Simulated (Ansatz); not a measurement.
## Hypothetical R-3m LuCuSe2, response to strain

The reference is LuCuSe₂ (space group R-3m, No. 166; a = 3.9667 Å, c = 18.3893 Å (hexagonal axes); a hypothetical phase, not in the database extracts checked).

Strains are applied to the cell and any free atomic positions relax.

Level of theory: r2SCAN (Ansatz, a first-principles code, PAW, no SOC).

Notes on the quantities. energy relative to the base: free energy F.

| isotropic strain (%) | energy relative to the base (meV/atom) |
|---|---|
| -0.88 | 3.5 |
| 0 | 0.0 |
| 0.77 | 2.5 |
| 0.96 | 3.8 |
| 1.06 | ? |
| 3.08 | 36.5 |

Question: Fit ΔE = Aε² + Bε³ (ε in %) to the rows shown and predict the withheld row.

Answer: Least squares on the printed values gives A = 4.34 and B = -0.16 meV/atom (largest residual 0.1 meV/atom); this predicts 4.7 meV/atom, and the run gives 4.7 meV/atom, in agreement.

Whether these cells are dynamically stable was not tested. All final runs are without spin polarisation.
